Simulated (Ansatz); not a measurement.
Terminations of the (111) surface of fcc Ni, ferromagnetic, measured from the surface 'clean 1x1'. Atoms come from or go to: Al: fcc Al, C: graphite, Cu: fcc Cu, N: ½ N2(g), Ni: fcc Ni, ferromagnetic, Sb: rhombohedral Sb. ΔE is the energy of forming the row's surface from that one (negative: more stable at these reservoirs); the vacuum level's shift is aligned on the shared bottom. No zero-point or thermal terms. These are constructed structures in small cells; real faces may alloy, dewet or reconstruct in larger ones, and not all known structures of the face are among them. Slabs of about 10 Å with all that they carry, Fermi-Dirac smearing of 0.1 eV. Bottom of the slabs: a bare face, its two planes held. Relaxed from the named starts with such symmetry as they have, on meshes of like density; energies extrapolated to zero smearing; no spin-orbit coupling, no U. Spin-polarised runs, if any, are marked in brackets, and their order is one that fits the cell; the others ran without spin. Where a second, spin-polarised start was run, the lower counts. A dash marks a value that is undefined for that row (no clear gap, or no work function of a gapped slab) or was not read reliably on its mesh.

Computed with PBE (plane waves to 420 eV, PAW; Ansatz, an electronic-structure program).

| surface | atoms added per 1x1 | ΔE per 1x1 (eV) | shift of the vacuum level (eV) | work function (eV) |
|---|---|---|---|---|
| (√3x√3)R30° layer of C, one a cell, on the site that continues the host's stacking [spin, 9.6 μB a cell] | +0.333 C | ? | 0.79 | 5.85 |
| a layer of Al in place of the third plane [spin, 2.2 μB a cell] | +1 Al, -1 Ni | ? | 0.13 | 5.21 |
| a pseudomorphic layer of Cu in the host's stacking [spin, 3.8 μB a cell] | +1 Cu | ? | -0.14 | 4.92 |
| (√3x√3)R30° layer of Sb, one a cell, on the site that continues the host's stacking [spin, 10.3 μB a cell] | +0.333 Sb | ? | -0.72 | 4.34 |
| (√3x√3)R30° layer of N, one a cell, on the site that continues the host's stacking [spin, 9.6 μB a cell] | +0.333 N | ? | 0.84 | 5.91 |
| a pseudomorphic layer of Al in the other hollow [spin, 3.3 μB a cell] | +1 Al | -0.40 | -0.95 | 4.11 |

Q: Some entries are withheld; supply them.

A: 
- (√3x√3)R30° layer of C, one a cell, on the site that continues the host's stacking [spin, 9.6 μB a cell], ΔE per 1x1 (eV): 0.37
- a layer of Al in place of the third plane [spin, 2.2 μB a cell], ΔE per 1x1 (eV): -0.32
- a pseudomorphic layer of Cu in the host's stacking [spin, 3.8 μB a cell], ΔE per 1x1 (eV): -0.16
- (√3x√3)R30° layer of Sb, one a cell, on the site that continues the host's stacking [spin, 10.3 μB a cell], ΔE per 1x1 (eV): -0.42
- (√3x√3)R30° layer of N, one a cell, on the site that continues the host's stacking [spin, 9.6 μB a cell], ΔE per 1x1 (eV): -0.05
